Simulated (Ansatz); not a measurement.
Take GaN in the zinc blende structure (space group F-43m, No. 216) as the base.

```
CELL_PARAMETERS angstrom
      0.00000     2.24895     2.24895
      2.24895     0.00000     2.24895
      2.24895     2.24895     0.00000
ATOMIC_POSITIONS crystal
  Ga 0.00000 0.00000 0.00000
  N  0.25000 0.25000 0.25000
```

Level of theory: Ansatz (a program for electronic structure), r2SCAN, PAW, cutoff 500 eV, no spin-orbit coupling.

For the base:

The width of the top valence band comes out as 3.72 eV and the gap character is direct at Γ. The band gap comes out as 2.17 eV, the lattice parameter a is 4.498 Å and the electron mass comes out as 0.17 mₑ (at Γ).

Now apply this change: cell and atoms relaxed at a pressure of 2.1 GPa.

**Question.** Predict the new width of the top valence band.

**Answer.** The width of the top valence band rises by 0.053 eV to 3.78 eV.

**Question.** What happens to the gap character?

**Answer.** The gap character stays direct at Γ.

**Question.** How does this affect the band gap?

**Answer.** The band gap grows by 0.07 eV, from 2.17 eV to 2.24 eV.

**Question.** What does the calculation give for the lattice parameter a after the change?

**Answer.** The lattice parameter a shrinks by 0.016 Å (4.498 Å → 4.482 Å).

**Question.** Predict the new electron mass.

**Answer.** The electron mass becomes 0.18 mₑ (at Γ) (base: 0.17 mₑ (at Γ)).

Load acts through the strain it causes; cell and atoms are relaxed under it. Masses are band curvatures over ±0.01 Å⁻¹ around the edge. Stability against distortions was not tested. Tetrahedral semiconductors of this kind turn to denser phases somewhere between about 1 and 50 GPa; those were not computed, so compressed cells here can lie past the real transition. This is not the structure that GaN has at room temperature and ambient pressure.
